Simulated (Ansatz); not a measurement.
A self-consistent single point of CoSi (R3, 8 atoms in the cell) with Ansatz (a first-principles code).

Computed with LDA (PW92), default PAW files made with PBE (plane waves; Ansatz).

```xyz
8
Lattice="4.4267 0.0000 0.0000 0.0000 4.4267 0.0000 0.0000 0.0000 4.4267" Properties=species:S:1:pos:R:3 pbc="T T T"
Co     3.7892     2.8508     1.5759
Co     1.5759     3.7892     2.8508
Co     0.6663     0.6663     0.6663
Co     2.8508     1.5759     3.7892
Si     0.6950     1.5184     2.9083
Si     2.9083     0.6950     1.5184
Si     3.7317     3.7317     3.7317
Si     1.5184     2.9083     0.6950
```

Reference input (self-consistent single point, DFT, LDA (PW92), plane waves, default PAW files made with PBE): basis.ecutwfc = 420 eV; kpoints.mp_grid.grid = 8 8 8; hamiltonian.xc = lda; hamiltonian.pseudopotentials = {kind: paw} (the program's default PAW files); scf.occupations.method = gaussian; scf.occupations.width = 0.1 eV. This run's input differs from it in these lines:

Ansatz 0.2 input:
```diff
@@ -17,3 +17,3 @@
 kpoints:
-  mp_grid: { grid: [8, 8, 8] }
+  mp_grid: { grid: [3, 3, 3] }
 hamiltonian:
@@ -22,3 +22,3 @@
 scf:
-  occupations: { method: gaussian, width: 0.1 }
+  occupations: { method: tetrahedron }
 output:
```

Log, with long lists cut:

```
SCF iter   1: F=—  HF=-22691.692401 eV  |F-HF|=—  |Δ(HF+E_count)|=         —  Δρ=1.17e-2  dr2=3.32e-2  ethr=1.77e-3  ⟨swp⟩=6.3  Hψ=1210  notcnv=0  defer=3
all-band conjugate gradients solve this SCF's bands
preconditioner: auto → Resta (q_TF=auto, 2.714 Å⁻¹)
SCF iter   2: F=—  HF=-22691.683883 eV  |F-HF|=—  |Δ(HF+E_count)|=   8.52e-3  Δρ=9.70e-3  dr2=6.54e-2  ethr=3.95e-5  ⟨swp⟩=2.2  Hψ=584  notcnv=0  defer=21
preconditioner: auto → Kerker (q_TF=auto, 2.714 Å⁻¹)
   [... lines left out ...]
SCF iter  97: F=—  HF=-22691.677815 eV  |F-HF|=—  |Δ(HF+E_count)|=   7.91e-6  Δρ=5.58e-4  dr2=1.48e-4  ethr=9.10e-8  ⟨swp⟩=2.0  Hψ=329  notcnv=0  defer=21
SCF iter  98: F=—  HF=-22691.677794 eV  |F-HF|=—  |Δ(HF+E_count)|=   2.06e-5  Δρ=1.86e-3  dr2=1.64e-3  ethr=9.10e-8  ⟨swp⟩=4.7  Hψ=858  notcnv=0  recentre
SCF iter  99: F=—  HF=-22691.677778 eV  |F-HF|=—  |Δ(HF+E_count)|=   1.61e-5  Δρ=1.81e-3  dr2=1.55e-3  ethr=9.10e-8  ⟨swp⟩=1.0  Hψ=639  notcnv=0
SCF iter 100: F=—  HF=-22691.677820 eV  |F-HF|=—  |Δ(HF+E_count)|=   4.24e-5  Δρ=6.18e-4  dr2=1.81e-4  ethr=9.10e-8  ⟨swp⟩=1.0  Hψ=647  notcnv=0
Error: did not converge after 100 iterations: dr2 = 1.81e-4 (threshold 1.00e-7), under the density mixer `msr1`, which `scf.mixing.algorithm: auto` chose by the deck's other keys (type `scf.mixing.algorithm: msr1` to keep it); raise `scf.max_iter`, which need not help a stalled SCF, or adjust the mixing (`scf.mixing`) or, under a smearing, its width (`scf.occupations.width`, in either direction: another width is another result); this SCF holds its density and magnetisation to the symmetry operations that it keeps, and cannot end on a state that breaks one of them: if the state sought breaks one, re-run with `crystal.symmetry.detect: false`, without `crystal.symmetry.time_reversal: [...]
```

The run ended unconverged after 100 iterations. 

The starting cell has typed, rounded lattice constants, without a prior relaxation at this level. Its lattice was rescaled by up to half a per cent. One atom was moved a little off its site on purpose.
